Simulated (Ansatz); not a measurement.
ZnSe under load (space group I-4m2), PBE with spin-orbit coupling, rigid bands (Ansatz, an electronic-structure program). Condition of this run: uniaxial stress along [001] of 0.8 GPa (compression positive) (the target of the relaxation). Band gap 1.22 eV, N_c = 8.50e17 cm⁻³ and N_v = 1.09e19 cm⁻³ at 300 K, conductivity masses along x (a = (0.00, 2.83, 2.77) Å; b = (2.83, 0.00, 2.77) Å; c = (2.83, 2.83, 0.00) Å) of 0.110 mₑ (electrons) and 0.680 mₑ (holes). Take k_BT = 0.02585 eV.

Question: What thermal injection velocity √(2k_BT/πm) limits a ballistic channel along the direction named?

Answer: 1.62e7 cm/s for electrons and 6.52e6 cm/s for holes, a ratio of √(m_h/m_e) = 2.49, for dilute carriers.

Question: Find the intrinsic carrier density and the intrinsic Fermi level.

Answer: n_i = √(N_c N_v) exp(−E_g/2k_BT) = 3.04e18 × exp(−23.60) = 1.7e8 cm⁻³. The level lies (k_BT/2) ln(N_v/N_c) = 33 meV from mid-gap (positive towards the conduction band). Each 0.1 eV added to the gap lowers n_i by a factor of 6.9.

Question: What built-in voltage has an abrupt junction with N_A = 1e17 and N_D = 1e17 cm⁻³, all dopants ionised?

Answer: V_bi = E_g/e − (k_BT/e) ln(N_c N_v/(N_A N_D)) = 1.22 − 0.02585 × 6.83 = 1.04 V, for the computed gap.

Rigid bands with the computed gap; masses take one relaxation time for all states. Geometry: cell and atoms relaxed with PBEsol.
